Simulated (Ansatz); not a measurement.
Band structure of CdF2 (Fm-3m, 3 atoms in the cell).

```
CdF2
1.0
    0.00000     2.70592     2.70592
    2.70592     0.00000     2.70592
    2.70592     2.70592     0.00000
Cd F
1 2
Direct
  0.00000   0.00000   0.00000
  0.25000   0.25000   0.25000
  0.75000   0.75000   0.75000
```

Level of theory: PBE with spin-orbit coupling, PAW files (plane waves; Ansatz, a first-principles code).

Settings: basis.ecutwfc = 420 eV; kpoints.mp_grid.grid = 7 7 7; hamiltonian.xc = pbe; hamiltonian.pseudopotentials = {kind: paw_fr}; magnetization.noncollinear = true; magnetization.spin_orbit = true; scf.occupations.method = fermi_dirac; scf.occupations.width = 0.05 eV; kpoints.band_path.npoints = 10.

The starting cell comes from a database of computed structures (which also holds hypothetical and non-ambient phases and stackings), without a prior relaxation at this level. Its lattice was rescaled by a random factor within 2.5 % of one.

Question: Predict the gap along the standard path and the places of the band edges.

Answer: The gap along the path is 3.05 eV, from W to Γ; the smallest direct gap on it is 3.48 eV.

Levels in eV from the top of the valence band on the path, bands 31 to 38:
```json
[
 {"point": "Γ", "31": "-0.54", "32": "-0.54", "33": "-0.43", "34": "-0.43", "35": "3.05", "36": "3.05", "37": "12.23", "38": "12.23"},
 {"point": "X", "31": "-0.13", "32": "-0.13", "33": "-0.05", "34": "-0.05", "35": "7.92", "36": "7.92", "37": "9.58", "38": "9.58"},
 {"point": "W", "31": "-0.58", "32": "-0.58", "33": "0.00", "34": "0.00", "35": "7.98", "36": "7.98", "37": "11.38", "38": "11.38"},
 {"point": "K", "31": "-0.34", "32": "-0.34", "33": "-0.19", "34": "-0.19", "35": "7.87", "36": "7.87", "37": "10.64", "38": "10.64"},
 {"point": "L", "31": "-0.46", "32": "-0.46", "33": "-0.34", "34": "-0.34", "35": "7.09", "36": "7.09", "37": "9.11", "38": "9.11"},
 {"point": "U", "31": "-0.34", "32": "-0.34", "33": "-0.19", "34": "-0.19", "35": "7.87", "36": "7.87", "37": "10.64", "38": "10.64"}
]
```

The net moment of the cell came out as 0.00 μB.

Keys are those of Ansatz 0.2.
